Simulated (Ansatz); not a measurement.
A computed series for Bi2Te2Se: pressure series

Consider Bi2Te2Se (space group R-3m, No. 166; a = 4.304 Å, c = 30.843 Å (hexagonal axes); a cell from a computed database, its experimental status unchecked).

Cell and atoms are relaxed at each pressure.

All numbers come from r2SCAN+rVV10 (Ansatz, a quantum-chemistry and plane-wave program, PAW, without spin-orbit coupling).

Candidates:
(a) pressure 1.5 GPa
(b) pressure 3 GPa
(c) pressure 7.5 GPa

Before the change:

| Item | Result |
|---|---|
| Band gap | 0.51 eV |

Problem. Order them by band gap, lowest first.

Solution. (c) pressure 7.5 GPa (0.13 eV), (b) pressure 3 GPa (0.27 eV), (a) pressure 1.5 GPa (0.36 eV)

With Bi and Te present, leaving out spin-orbit coupling can change the band edges. Load acts through the strain it causes; cell and atoms are relaxed under it. No phonon test of stability was made. No other phases were tried under pressure. A zero or small gap of Bi2Te2Se under pressure 3 GPa and Bi2Te2Se under pressure 7.5 GPa can be the functional's error rather than a property of the material.
